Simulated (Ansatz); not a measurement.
Defect calculation: C on the N site in beta Si3N4

All values below come from PBE, PAW (plane waves to 420 eV; Ansatz, an electronic-structure program). A 1×1×3 supercell of 84 sites was used; the energies come from a 2×2×2 shifted sampling of its zone. Site at the start: the N(1,3-fold) site. Energies of charged states are corrected for periodic images (point charge plus alignment at distant sites). Dielectric constants: PBE linear response of the host. Host gap at this level: 4.25 eV. Finite-size and sampling errors can reach tenths of an eV here. Levels are measured in PBE's own, too narrow, gap. Spin–orbit coupling is left out. Each state is the lowest found from its start.

Formation energies E_f are given with the Fermi level at the valence-band maximum. Chemical conditions: Si-rich (Δμ(N) = -1.86 eV, Δμ(C) = -0.41 eV, bounded by 6H silicon carbide; only phases computed here count, gases as isolated molecules at 0 K). Reference phases: C: graphite, N: N2 molecule in a box.

```csv
charge,moment (μB),largest move off a lattice site (Å),image correction with alignment (eV),"E_f, Si-rich (eV)",above the lowest spin state (eV)
+1,not spin-polarised,0.64,0.20,1.71,0.00
+1,0.0,0.64,0.20,1.71,0.00
0,1.0,0.08,0.00,1.98,0.00
−1,not spin-polarised,0.07,0.22,3.51,0.00
```

Starting moments that weren't kept: charge +1 began with 2 μB and ended with 0.0.

Transition levels above the valence-band maximum: ε(+1/0) = 0.27 eV; ε(0/−1) = 1.52 eV. On the lower envelope of the bound states, inside the gap: (+1/0) at 0.27 eV; (0/−1) at 1.52 eV.

Flagged in the runs: a host whose relaxation on this sampling wasn't shown to rest.

All states together cost around 2.6 core-hours (rough).
